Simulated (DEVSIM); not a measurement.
Structure: Si n-i-p diode, at 300 K.

```csv
layer (left to right),material,thickness (μm),Nd (cm⁻³),Na (cm⁻³),τn (s),τp (s)
1,Si,0.760,1.6e17,-,7.3e-5,7.3e-5
2,Si,0.550,-,1.2e12,7.3e-5,7.3e-5
3,Si,0.240,-,3.1e17,7.3e-5,7.3e-5
```

Left contact: ohmic. Right contact: ohmic. Voltage is applied to the left contact. Recombination: SRH at mid-gap, radiative, Auger. Mobility is μmin + (μ − μmin)/(1 + (N/Nref)^α).

Constants are typed, rounded textbook-type inputs, not results; the design itself was drawn at random and stands for no fabricated device. Values at 300 K.

| parameter | Si |
|---|---|
| gap (eV) | 1.124 |
| affinity (eV) | 4.05 |
| permittivity | 11.7 |
| Nc (cm⁻³) | 2.86e19 |
| Nv (cm⁻³) | 3.1e19 |
| μn (cm²/Vs) | 1417 |
| μp (cm²/Vs) | 470 |
| μn,min | 52 |
| μp,min | 45 |
| Nref,n | 9.7e16 |
| Nref,p | 2.2e17 |
| αn | 0.68 |
| αp | 0.72 |
| B (cm³/s) | 4.7e-15 |
| Cn (cm⁶/s) | 2.8e-31 |
| Cp (cm⁶/s) | 9.9e-32 |

Simulated with DEVSIM: 1D drift-diffusion, Boltzmann statistics, complete ionisation; no tunnelling, impact ionisation, image-force lowering or self-heating.

Question: Tabulate band edges, carrier densities and field at zero bias.

Answer: Energies count from the Fermi level of the right contact; mesh points crowd at the junctions.

| x (μm) | Ec (eV) | Ev (eV) | n (cm⁻³) | p (cm⁻³) | field (V/cm) |
|---|---|---|---|---|---|
| 0.000 | 0.134 | -0.990 | 1.6e17 | 730 | ≈ 0 |
| 0.02164 | 0.134 | -0.990 | 1.6e17 | 730 | ≈ 0 |
| 0.06489 | 0.134 | -0.990 | 1.6e17 | 730 | ≈ 0 |
| 0.1412 | 0.134 | -0.990 | 1.6e17 | 730 | ≈ 0 |
| 0.3609 | 0.134 | -0.990 | 1.6e17 | 730 | ≈ 0 |
| 0.5569 | 0.134 | -0.990 | 1.6e17 | 730 | ≈ 0 |
| 0.6615 | 0.134 | -0.990 | 1.6e17 | 730 | ≈ 0 |
| 0.7321 | 0.136 | -0.988 | 1.5e17 | 800 | 2300 |
| 0.7566 | 0.157 | -0.967 | 6.7e16 | 1700 | 19000 |
| 0.7764 | 0.197 | -0.927 | 1.4e16 | 8400 | 18000 |
| 0.8112 | 0.251 | -0.873 | 1.7e15 | 68000 | 15000 |
| 0.9094 | 0.390 | -0.734 | 8.0e12 | 1.4e7 | 14000 |
| 1.057 | 0.596 | -0.528 | 2.7e9 | 4.2e10 | 14000 |
| 1.182 | 0.772 | -0.352 | 3000000 | 3.8e13 | 14000 |
| 1.268 | 0.895 | -0.229 | 26000 | 4.4e15 | 15000 |
| 1.299 | 0.949 | -0.175 | 3300 | 3.5e16 | 22000 |
| 1.318 | 0.994 | -0.130 | 560 | 2.1e17 | 13000 |
| 1.344 | 1.005 | -0.119 | 380 | 3.1e17 | 450 |
| 1.410 | 1.005 | -0.119 | 370 | 3.1e17 | ≈ 0 |
| 1.478 | 1.005 | -0.119 | 370 | 3.1e17 | ≈ 0 |
| 1.520 | 1.005 | -0.119 | 370 | 3.1e17 | ≈ 0 |
| 1.550 | 1.005 | -0.119 | 370 | 3.1e17 | ≈ 0 |
